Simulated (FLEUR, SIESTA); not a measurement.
A FLEUR input for a self-consistent single point of HgS (F-43m, 2 atoms in the cell) (DFT, PBEsol, all-electron FLAPW (FLEUR), scalar-relativistic valence):

Input of the input generator:

```
HgS crystal
&input film=f /
-0.0000000000 5.6045572993 5.6045572993
5.6045572993 0.0000000000 5.6045572993
5.6045572993 5.6045572993 0.0000000000
1.0
1.0 1.0 1.0

2
80 0.0000000000 0.0000000000 0.0000000000
16 0.2500000000 0.2500000000 0.2500000000

&comp jspins=1 /
&exco xctyp='PBEs' /
&kpt div1=8 div2=8 div3=8 gamma=t /
&end /
```

```xml
<?xml version="1.0" encoding="UTF-8" standalone="no"?>
<fleurInput fleurInputVersion="0.39">
   <comment>
      HgS crystal                                                                                         
   </comment>
   <calculationSetup>
      <cutoffs Kmax="4.5" Gmax="15.8" GmaxXC="15.8" numbands="0"/>
      <scfLoop itmax="60" minDistance="0.00001" maxIterBroyd="99" imix="Anderson" alpha="0.05" precondParam="0.0" spinf="2.0"/>
      <coreElectrons ctail="T" frcor="F" kcrel="0" coretail_lmax="0"/>
      <xcFunctional name="PBEs" relativisticCorrections="F"/>
      <magnetism jspins="1"/>
      <soc l_soc="F" theta="0.0" phi="0.0" spav="F"/>
      <expertModes spex="0" secvar="F"/>
      <geometryOptimization l_f="T" forcealpha="1.0" forcemix="BFGS" epsdisp="0.00001" epsforce="0.00001"/>
      <ldaU l_linMix="F" mixParam="0.05" spinf="1.0"/>
   </calculationSetup>
   <cell>
      <bzIntegration valenceElectrons="24.0" mode="hist" fermiSmearingEnergy="0.00367493">
         <kPointListSelection listName="default-1"/>
         <!-- k-points included here -->
         <xi:include xmlns:xi="http://www.w3.org/2001/XInclude" href="kpts.xml"> </xi:include>
      </bzIntegration>
      <!-- symmetry operations included here -->
      <xi:include xmlns:xi="http://www.w3.org/2001/XInclude" href="sym.xml"> </xi:include>
      <bulkLattice scale="1.0">
         <bravaisMatrix>
            <row-1>    0.0000000000000000     5.6045572992999997     5.6045572992999997</row-1>
            <row-2>    5.6045572992999997     0.0000000000000000     5.6045572992999997</row-2>
            <row-3>    5.6045572992999997     5.6045572992999997     0.0000000000000000</row-3>
         </bravaisMatrix>
      </bulkLattice>
   </cell>
   <atomSpecies>
      <species name="Mercury (Hg)" element="Hg" atomicNumber="80">
         <mtSphere radius="2.68" gridPoints="925" logIncrement="0.015"/>
         <atomicCutoffs lmax="10" lnonsphr="8"/>
         <electronConfig flipSpins="F">
            <coreConfig>(1s1/2) (2s1/2) (2p1/2) (2p3/2) (3s1/2) (3p1/2) (3p3/2) (4s1/2) (3d3/2) (3d5/2) (4p1/2) (4p3/2) (5s1/2) (4d3/2) (4d5/2) (4f5/2) (4f7/2)</coreConfig>
            <valenceConfig>(5p1/2) (5p3/2) (6s1/2) (5d3/2) (5d5/2)</valenceConfig>
         </electronConfig>
         <energyParameters s="6" p="6" d="5" f="5"/>
         <lo type="SCLO" l="1" n="5" eDeriv="0"/>
         <lo type="HELO" l="2" n="6" eDeriv="0"/>
      </species>
      <species name="Sulfur (S)" element="S" atomicNumber="16">
         <mtSphere radius="1.79" gridPoints="619" logIncrement="0.019"/>
         <atomicCutoffs lmax="8" lnonsphr="6"/>
         <electronConfig flipSpins="F">
            <coreConfig>(1s1/2) (2s1/2) (2p1/2) (2p3/2)</coreConfig>
            <valenceConfig>(3s1/2) (3p1/2) (3p3/2)</valenceConfig>
            <stateOccupation state="(3p1/2)" spinUp="0.6666666666667" spinDown="0.6666666666667"/>
            <stateOccupation state="(3p3/2)" spinUp="1.3333333333333" spinDown="1.3333333333333"/>
         </electronConfig>
         <energyParameters s="3" p="3" d="3" f="4"/>
      </species>
   </atomSpecies>
   <atomGroups>
      <atomGroup species="Mercury (Hg)">
         <relPos label="                   1">.0000000000 .0000000000 .0000000000</relPos>
         <force calculate="T" relaxXYZ="TTT"/>
      </atomGroup>
      <atomGroup species="Sulfur (S)">
         <relPos label="                   2">1.000/4.000 1.000/4.000 1.000/4.000</relPos>
         <force calculate="T" relaxXYZ="TTT"/>
      </atomGroup>
   </atomGroups>
   <output dos="F" band="F" slice="F">
      <checks vchk="F" cdinf="F"/>
      <bandDOS minEnergy="-.5*Htr" maxEnergy="0.5*Htr" sigma="0.015" storeEVData="T"/>
      <vacuumDOS vacdos="F" integ="F" star="F" nstars="0" locx1="0.0" locy1="0.0" locx2="0.0" locy2="0.0" nstm="0" tworkf="0.0"/>
      <unfoldingBand unfoldBand="F" supercellX="1" supercellY="1" supercellZ="1"/>
      <plotting iplot="0" polar="F">
         <plot TwoD="T" vec1="  1.0  0.0  0.0" vec2="  0.0  1.0  0.0" vec3="  0.0  0.0  1.0" zero="  0.0  0.0  0.0" file="plot"/>
      </plotting>
      <chargeDensitySlicing numkpt="0" minEigenval="0.0" maxEigenval="0.0" nnne="0" pallst="F"/>
      <specialOutput eonly="F"/>
      <magneticCircularDichroism mcd="F" energyLo="-10.0" energyUp="0.0"/>
   </output>
  <!-- We include the file relax.xml here to enable relaxations (see documentation) -->
  <xi:include xmlns:xi="http://www.w3.org/2001/XInclude" href="relax.xml"> <xi:fallback/> </xi:include>
</fleurInput>
```

Give the SIESTA input for the same structure, mesh, smearing and functional.

One input that does it (others would too):

```
# files in the folder: Hg.psml S.psml (PseudoDojo PBEsol standard)
SystemName  HgS
SystemLabel siesta

NumberOfAtoms                2
NumberOfSpecies              2
%block ChemicalSpeciesLabel
  1 80 Hg
  2 16 S
%endblock ChemicalSpeciesLabel
LatticeConstant              4.194280 Ang
%block LatticeVectors
     0.000000000    0.707106822    0.707106822
     0.707106822    0.000000000    0.707106822
     0.707106822    0.707106822    0.000000000
%endblock LatticeVectors
AtomicCoordinatesFormat      ScaledCartesian
%block AtomicCoordinatesAndAtomicSpecies
     0.000000000    0.000000000    0.000000000  1
     0.353553411    0.353553411    0.353553411  2
%endblock AtomicCoordinatesAndAtomicSpecies

XC.functional                GGA
XC.authors                   PBEsol
PAO.BasisSize                DZP
PAO.EnergyShift              0.005 Ry
MeshCutoff                   350 Ry
%block kgrid.MonkhorstPack
    8   0   0  0.0
    0   8   0  0.0
    0   0   8  0.0
%endblock kgrid.MonkhorstPack
OccupationFunction           FD
ElectronicTemperature        100.0 meV

MaxSCFIterations             150
SCF.Mixer.Method             Broyden
SCF.Mixer.Weight             0.25
SCF.Mixer.History            8
SCF.DM.Tolerance             1.0E-05
Diag.ParallelOverK           true
WriteForces                  true
```

Basis, cutoffs, solver keys and any potentials are the target program's own. This input uses DFT, GGA PBEsol, numerical atomic orbitals DZP, PseudoDojo PBEsol standard norm-conserving potentials (rewritten from UPF to PSML).

The starting cell comes from a database of computed structures (which also holds hypothetical and non-ambient phases and stackings), without a prior relaxation at this level. Its lattice was rescaled by a random factor within 2.5 % of one.
